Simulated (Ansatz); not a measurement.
The cell is made up: elements placed on another compound's structure type, so the phase may be hypothetical.

Inside the gap of an insulator the Bloch states are evanescent, with a wavenumber k + iκ along the transport direction.

Data:

```
HfTiO4
1.0
    4.94866     0.00000     0.00000
    0.00000    11.81903     0.00000
    0.00000     0.00000     4.67865
Hf Ti O
4 4 16
Cartesian
  1.23717   3.92095   2.33933
  3.71150   7.89809   2.33933
  3.71150   1.98857   0.00000
  1.23717   9.83046   0.00000
  1.23717   0.84284   2.33933
  3.71150  10.97619   2.33933
  3.71150   5.06667   0.00000
  1.23717   6.75236   0.00000
  2.83661   0.62905   3.42594
  2.11206  11.18998   1.25272
  0.36227   5.28046   3.59204
  4.58639   6.53857   1.08661
  2.11206   5.28046   1.08661
  2.83661   6.53857   3.59204
  4.58639   0.62905   1.25272
  0.36227  11.18998   3.42594
  0.41763   8.13070   3.64061
  4.53103   3.68833   1.03804
  2.89196   9.59785   3.37737
  2.05670   2.22118   1.30129
  4.53103   9.59785   1.30129
  0.41763   2.22118   3.37737
  2.05670   8.13070   1.03804
  2.89196   3.68833   3.64061
```

Space group of this cell: Pbcn. The cell was relaxed by PBE-D3(BJ); by r2SCAN its mean pressure is -1.8 GPa.

Transport runs along the normal of the first two printed cell vectors.

The gap is the functional's own, uncorrected, and κ follows it; spin-orbit coupling is left out. Mid-gap values are interpolated between the computed energies.

### Question
Compute, with r2SCAN (Ansatz, a program for electronic structure), the band gap and the smallest decay constant κ at mid-gap.

### Answer
Gap 3.50 eV on a 6×4×6 mesh; κ = 0.358 1/Å, at the zone centre.
